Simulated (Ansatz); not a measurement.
## Short convergence ladders for a (100) slab of Hf2Si (cut from a parent of space group no. 140; 12 atoms in the cell)

```yaml
crystal:
  lattice:
    - [6.57035, 0.00000, 0.00000]
    - [0.00000, 5.18115, 0.00000]
    - [0.00000, 0.00000, 19.34159]
  atoms:
    - { symbol: Hf, position: [0.34351, 0.00000, 0.63809] }
    - { symbol: Hf, position: [0.65649, 0.00000, 0.53177] }
    - { symbol: Hf, position: [0.65649, 0.50000, 0.63809] }
    - { symbol: Hf, position: [0.34351, 0.50000, 0.53177] }
    - { symbol: Si, position: [0.00000, 0.25000, 0.58493] }
    - { symbol: Si, position: [0.00000, 0.75000, 0.58493] }
    - { symbol: Hf, position: [0.84351, 0.50000, 0.46823] }
    - { symbol: Hf, position: [0.15649, 0.50000, 0.36191] }
    - { symbol: Hf, position: [0.15649, 0.00000, 0.46823] }
    - { symbol: Hf, position: [0.84351, 0.00000, 0.36191] }
    - { symbol: Si, position: [0.50000, 0.75000, 0.41507] }
    - { symbol: Si, position: [0.50000, 0.25000, 0.41507] }
```

Base method: PBEsol, default PAW files made with PBE (plane waves; Ansatz, a first-principles code).

Base settings: basis.ecutwfc = 420 eV; kpoints.mp_grid.grid = 3 3 1; hamiltonian.xc = pbesol; hamiltonian.pseudopotentials = {kind: paw} (the program's default PAW files); scf.occupations.method = gaussian; scf.occupations.width = 0.1 eV.

The count of work is k-points × plane waves × bands × iterations; it is no time. Core times come from one kind of shared machine, to one figure; runs under 30 s give none.

**The vacuum**

The mesh stays at the base's, so the ladder's end is converged at best in this setting alone.

Only quantities that move along the ladder and can be compared are tabulated.

| vacuum between outermost atoms (Å) | free energy less the last step's (meV/atom) | largest difference of a force vector from the last step's (eV/Å) | count of work / last |
|---|---|---|---|
| 3.0 | -248.12 | 1.558 | 0.19 |
| 4.0 | -76.20 | 0.645 | 0.22 |
| 5.0 | -25.60 | 0.300 | 0.24 |
| 6.0 | -6.11 | 0.128 | 0.29 |
| 7.0 | -0.46 | 0.044 | 0.35 |
| 8.0 | 0.23 | 0.018 | 0.34 |
| 10.0 | 0.08 | 0.003 | 0.39 |
| 12.0 | 0.02 | 0.001 | 0.45 |
| 14.0 | 0.01 | 0.000 | 0.50 |
| 17.0 | 0.00 | 0.000 | 0.57 |
| 20.0 | 0.00 | 0.000 | 0.65 |
| 30.0 | 0.00 | 0.000 | 1.0 |

Smallest vacuum between outermost atoms (Å) that holds the free energy within 2 meV/atom of the last step, with all finer ones: 7.0, at 0.35 of the last step's count of work; the step before is off by 6.1 meV/atom.

Smallest vacuum between outermost atoms (Å) that holds the forces within 0.005 eV/Å of the last step, with all finer ones: 10.0, at 0.39 of the last step's count of work; the step before is off by 0.018 eV/Å.

**The k-point mesh**

Only quantities that move along the ladder and can be compared are tabulated.

```tsv
kpoints.mp_grid.grid	free energy less the last step's (meV/atom)	largest difference of a force vector from the last step's (eV/Å)	count of work / last	core time / last (rough)
1 2 1	156.56	0.701	0.046	–
2 2 1	46.21	0.301	0.083	–
2 3 1	8.92	0.229	0.083	–
3 3 1	-2.85	0.175	0.083	–
3 4 1	0.07	0.052	0.14	0.1
4 5 1	-0.67	0.012	0.19	0.2
5 6 1	-0.09	0.019	0.28	0.2
5 7 1	-0.60	0.017	0.28	0.2
6 8 1	0.23	0.016	0.42	0.3
7 9 1	-0.06	0.010	0.46	0.4
10 12 1	0.03	0.002	0.96	0.8
11 14 1	0.00	0.000	1.0	1
```

Coarsest kpoints.mp_grid.grid that holds the free energy within 1 meV/atom of the last step, with all finer ones: 3 4 1, at 0.14 of the last step's count of work and about 0.1 of the last step's time; the step before is off by 2.8 meV/atom.

Coarsest kpoints.mp_grid.grid that holds the forces within 0.005 eV/Å of the last step, with all finer ones: 10 12 1; the step before is off by 0.010 eV/Å.

**The plane-wave cutoff**

The mesh stays at the base's, so the ladder's end is converged at best in this setting alone.

Only quantities that move along the ladder and can be compared are tabulated.

| basis.ecutwfc | free energy less the last step's (meV/atom) | largest difference of a force vector from the last step's (eV/Å) | count of work / last | core time / last (rough) |
|---|---|---|---|---|
| 210 eV | 2749.99 | 0.205 | 0.11 | – |
| 250 eV | 664.36 | 0.094 | 0.16 | – |
| 295 eV | 83.70 | 0.013 | 0.19 | – |
| 355 eV | 3.77 | 0.004 | 0.25 | – |
| 420 eV | 0.96 | 0.001 | 0.32 | – |
| 505 eV | 0.25 | 0.000 | 0.47 | 0.5 |
| 630 eV | 0.09 | 0.000 | 0.65 | 0.7 |
| 840 eV | 0.00 | 0.000 | 1.0 | 1 |

Coarsest basis.ecutwfc that holds the free energy within 5 meV/atom of the last step, with all finer ones: 355 eV, at 0.25 of the last step's count of work; the step before is off by 84 meV/atom.

Coarsest basis.ecutwfc that holds the forces within 0.01 eV/Å of the last step, with all finer ones: 355 eV, at 0.25 of the last step's count of work; the step before is off by 0.013 eV/Å.

On the base run: the starting cell comes from a database of computed structures (which also holds hypothetical and non-ambient phases and stackings), without a prior relaxation at this level. The slab is cut from that crystal, and its faces are unrelaxed. Its lattice was rescaled by up to half a per cent. Spin polarisation is off, though cut faces can carry moments; the slab shows no gap. In the base run, forces exceed 1 eV/Å. Without a gap this mesh is coarse (it stands for a supercell whose shortest in-plane vector is 16 Å).

Keys are those of Ansatz 0.2.
